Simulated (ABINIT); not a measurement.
# Worked example: self-consistent single point of Zr4CuNi (I422, 6 atoms in the cell) in ABINIT

Level of theory: PBEsol, PAW (JTH v2.0 PBE PAW, files made for PBE) (plane waves; ABINIT).

Input as run:

```
# Zr4CuNi, JTH v2.0 PBE PAW
pp_dirpath "./"
pseudos "Zr.GGA_PBE-JTH.xml, Cu.GGA_PBE-JTH.xml, Ni.GGA_PBE-JTH.xml"
acell 5.3381246249 5.3381246249 5.3381246249 Angstrom
rprim
        -0.6172795189    0.6172795189    0.4877827295
         0.6172795189   -0.6172795189    0.4877827295
         0.6172795189    0.6172795189   -0.4877827295
natom 6
ntypat 3
znucl 40 29 28
typat 1 1 1 1 2 3
xcart
         8.2342816053    2.0074167062    2.4602769605
        -2.0074167062    8.2342816053    2.4602769605
         4.2194481930   -2.0074167062    2.4602769605
         2.0074167062    4.2194481930    2.4602769605
         0.0000000000   -0.0000000000    4.9205539210
         0.0000000000    0.0000000000    0.0000000000
ecut 60 Ry
pawecutdg 120 Ry
pawxcdev 0
ixc -116133
occopt 7
tsmear 0.136 eV
nband 54
kptopt 1
ngkpt 5 5 5
nshiftk 1
shiftk 0 0 0
nstep 60
tolvrs 1.0e-12
prtwf 0
prtden 0
```

The program printed (abridged):

```
 Symmetries : space group I4 2 2 (# 97); Bravais tI (body-center tetrag.)

 -outvars: echo values of preprocessed input variables --------
            acell      1.0087593604E+01  1.0087593604E+01  1.0087593604E+01 Bohr
             ecut      3.00000000E+01 Hartree
              ixc     -116133
         kptrlatt        5    0    0      0    5    0      0    0    5
          kptrlen      4.92055394E+01
            natom           6
            nband          54
            ngfft          50      50      50
          ngfftdg          72      72      72
             nkpt          18
            nstep          60
             nsym           8
           ntypat           3
           occopt           7
        pawecutdg      6.00000000E+01 Hartree
         pawxcdev           0
            rprim     -6.1727951890E-01  6.1727951890E-01  4.8778272950E-01
                       6.1727951890E-01 -6.1727951890E-01  4.8778272950E-01
                       6.1727951890E-01  6.1727951890E-01 -4.8778272950E-01
          spgroup          97
           tolvrs      1.00000000E-12
           tsmear      4.99790825E-03 Hartree
            typat      1  1  1  1  2  3
           useylm           1
             xred      4.1118999711E-01  9.1118999711E-01  8.2237999856E-01
                       9.1118999711E-01  8.8809998547E-02  5.0000000000E-01
                       8.8809998547E-02  5.8880999855E-01  1.7762000144E-01
                       5.8880999855E-01  4.1118999711E-01  5.0000000000E-01
                       4.9999999783E-01  4.9999999783E-01  0.0000000000E+00
                      -2.1724654853E-09 -2.1724654853E-09  0.0000000000E+00
            znucl       40.00000   29.00000   28.00000

== DATASET  1 ==================================================================

 Real(R)+Recip(G) space primitive vectors, cartesian coordinates (Bohr,Bohr^-1):
 R(1)= -6.2268649  6.2268649  4.9205539  G(1)=  0.0000000  0.0802972  0.1016146
 R(2)=  6.2268649 -6.2268649  4.9205539  G(2)=  0.0802972  0.0000000  0.1016146
 R(3)=  6.2268649  6.2268649 -4.9205539  G(3)=  0.0802972  0.0802972  0.0000000
 Unit cell volume ucvol=  7.6315522E+02 bohr^3
 Angles (23,13,12)=  1.03764517E+02  1.03764517E+02  1.21610099E+02 degrees

 Coarse grid specifications (used for wave-functions):

 getcut: wavevector=  0.0000  0.0000  0.0000  ngfft=  50  50  50
         ecut(hartree)=     30.000   => boxcut(ratio)=   2.01030

 Fine grid specifications (used for densities):

 getcut: wavevector=  0.0000  0.0000  0.0000  ngfft=  72  72  72
         ecut(hartree)=     60.000   => boxcut(ratio)=   2.04721

   1.03361257E+04                                ecore*ucvol(ha*bohr**3)

_setup2: Arith. and geom. avg. npw (full set) are    5990.504    5990.484

--- !BeginCycle
solver: {iscf: 17, nstep: 60, nline: 4, wfoptalg: 10, }
tolerances: {tolvrs: 1.00E-12, }
...

     iter   Etot(hartree)      deltaE(h)  residm     nres2
 ETOT  1  -554.24252566934    -5.542E+02 2.464E+01 1.485E+02
 ETOT  2  -559.82895172289    -5.586E+00 8.014E-02 6.593E+02
 ETOT  3  -558.77365538698     1.055E+00 3.982E-02 8.099E+01
 ETOT  4  -558.68886627748     8.479E-02 1.223E-02 1.066E+01
 ETOT  5  -558.71790246885    -2.904E-02 2.146E-02 4.706E+01
 ETOT  6  -558.69656451408     2.134E-02 4.936E-03 2.724E+01
   [... 14 lines left out ...]
 ETOT 21  -558.67811642289    -1.592E-12 3.274E-04 1.737E-09
 ETOT 22  -558.67811642288     5.002E-12 1.771E-04 8.843E-12
 ETOT 23  -558.67811642289    -3.524E-12 2.085E-04 3.291E-11
 ETOT 24  -558.67811642289    -1.705E-12 1.098E-04 8.111E-12
 ETOT 25  -558.67811642289    -1.819E-12 1.285E-04 6.624E-14

 At SCF step   25       nres2   =  6.62E-14 < tolvrs=  1.00E-12 =>converged.

 Cartesian components of stress tensor (hartree/bohr^3)
  sigma(1 1)=  2.13749404E-04  sigma(3 2)=  0.00000000E+00
  sigma(2 2)=  2.13749404E-04  sigma(3 1)=  0.00000000E+00
  sigma(3 3)=  2.16650383E-04  sigma(2 1)=  0.00000000E+00

 ----iterations are completed or convergence reached----

 reduced coordinates (array xred) for    6 atoms
       0.411189997108      0.911189997108      0.822379998561
       0.911189997108      0.088809998547      0.500000000000
       0.088809998547      0.588809998547      0.177620001439
       0.588809998547      0.411189997108      0.500000000000
       0.499999997828      0.499999997828      0.000000000000
      -0.000000002172     -0.000000002172      0.000000000000
 cartesian forces (eV/Angstrom) at end:
    1      0.02660067966004     0.02660067966004     0.00000000000000
    2     -0.02660067966004     0.02660067966004     0.00000000000000
    3     -0.02660067966004    -0.02660067966004     0.00000000000000
    4      0.02660067966004    -0.02660067966004    -0.00000000000000
    5      0.00000000000000    -0.00000000000000     0.00000000000000
    6      0.00000000000000     0.00000000000000     0.00000000000000
 frms,max,avg= 1.7733786E-02 2.6600680E-02   0.000E+00  0.000E+00  0.000E+00 e/A
 length scales= 10.087593604274 10.087593604274 10.087593604274 bohr
              =  5.338124624900  5.338124624900  5.338124624900 angstroms
 Fermi (or HOMO) energy (hartree) =   0.39585   Average Vxc (hartree)=  -0.42958
 Eigenvalues (hartree) for nkpt=  18  k points:
 kpt#   1, nband= 54, wtk=  0.00800, kpt=  0.0000  0.0000  0.0000 (reduced coord)
  -3.75724   -3.38948   -2.19544   -2.19544   -2.19493   -1.93919   -1.93916   -1.93916
  -1.38534   -1.38218   -1.37924   -1.37924   -0.58811   -0.58638   -0.58401   -0.58401
  -0.58119   -0.58119   -0.57527   -0.57418   -0.57336   -0.56361   -0.56361   -0.56178
   0.14945    0.24286    0.25439    0.25439    0.26272    0.26365    0.26949    0.31221
   0.32014    0.32233    0.32233    0.33283    0.36110    0.36110    0.36224    0.37856
   0.37856    0.38049    0.39053    0.40463    0.40463    0.40864    0.45924    0.46162
   0.46371    0.47270    0.47270    0.53605    0.55173    0.55173
      occupation numbers for kpt#   1
   2.00000    2.00000    2.00000    2.00000    2.00000    2.00000    2.00000    2.00000
   2.00000    2.00000    2.00000    2.00000    2.00000    2.00000    2.00000    2.00000
   2.00000    2.00000    2.00000    2.00000    2.00000    2.00000    2.00000    2.00000
   2.00000    2.00000    2.00000    2.00000    2.00000    2.00000    2.00000    2.00000
   2.00000    2.00000    2.00000    2.00000    2.00000    2.00000    2.00000    2.00000
   2.00000    1.99999    1.86773    0.01297    0.01297    0.00030    0.00000    0.00000
   0.00000    0.00000    0.00000    0.00000    0.00000    0.00000
 prteigrs : prtvol=0 or 1, do not print more k-points.

--- !EnergyTerms
comment             : Components of total free energy in Hartree
kinetic             :  8.83761782794835E+01
hartree             :  1.53244573178124E+02
xc                  : -3.62026620336133E+01
Ewald energy        : -3.41504126340512E+02
psp_core            :  1.35439362843726E+01
local_psp           : -4.42008332668044E+02
spherical_terms     :  5.87399818519140E+00
internal            : -5.58676435114999E+02
'-kT*entropy'       : -1.68121710285512E-03
total_energy        : -5.58678116332102E+02
total_energy_eV     : -1.52024046776946E+04
...

-Cartesian components of stress tensor (GPa)         [Pressure= -6.3172E+00 GPa]
- sigma(1 1)=  6.28872354E+00  sigma(3 2)=  0.00000000E+00
- sigma(2 2)=  6.28872354E+00  sigma(3 1)=  0.00000000E+00
- sigma(3 3)=  6.37407326E+00  sigma(2 1)=  0.00000000E+00

 Calculation completed.
```

The run converged in 25 iterations.

The starting cell comes from a database of computed structures (which also holds hypothetical and non-ambient phases and stackings), without a prior relaxation at this level. Spin polarisation is off. The potentials were made for another functional than the one used. With a pressure of about -6 GPa the cell is away from its equilibrium volume at this level.

Cost on one core of a shared machine: roughly 7 min.
